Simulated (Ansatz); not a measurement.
Band structure of BeMo₃ (Pm-3n, 8 atoms in the cell).

```
BeMo3
1.0
    4.80639     0.00000     0.00000
    0.00000     4.80639     0.00000
    0.00000     0.00000     4.80639
Be Mo
2 6
Direct
  0.00000   0.00000   0.00000
  0.50000   0.50000   0.50000
  0.25000   0.00000   0.50000
  0.75000   0.00000   0.50000
  0.50000   0.75000   0.00000
  0.50000   0.25000   0.00000
  0.00000   0.50000   0.75000
  0.00000   0.50000   0.25000
```

Method of the run: PBEsol, PAW files made with PBE (plane waves; Ansatz, a program for electronic structure).

Settings: kpoints.mp_grid.grid = 7 7 7; hamiltonian.xc = pbesol; hamiltonian.pseudopotentials = {kind: paw} (an earlier, softer set of the program's PAW files); scf.occupations.method = gaussian; scf.occupations.width = 0.1 eV; kpoints.band_path.npoints = 8.

The starting cell comes from a database of computed structures (which also holds hypothetical and non-ambient phases and stackings), without a prior relaxation at this level. Its lattice was rescaled by a random factor within 2.5 % of one. Spin polarisation is off.

Levels in eV from the Fermi level, bands 41 to 48:
```tsv
point	41	42	43	44	45	46	47	48
Γ	-1.12	-1.12	-0.71	-0.71	2.25	2.25	2.25	3.34
X	-1.00	-1.00	-0.65	-0.65	1.28	1.28	2.00	2.00
M	-0.10	-0.10	0.04	0.16	0.16	0.38	0.71	0.85
R	-0.66	-0.66	-0.09	-0.09	-0.09	-0.09	-0.09	-0.09
```

Bands cross the Fermi level along this path, so the cell is metallic at this level.

Keys are those of Ansatz 0.2.
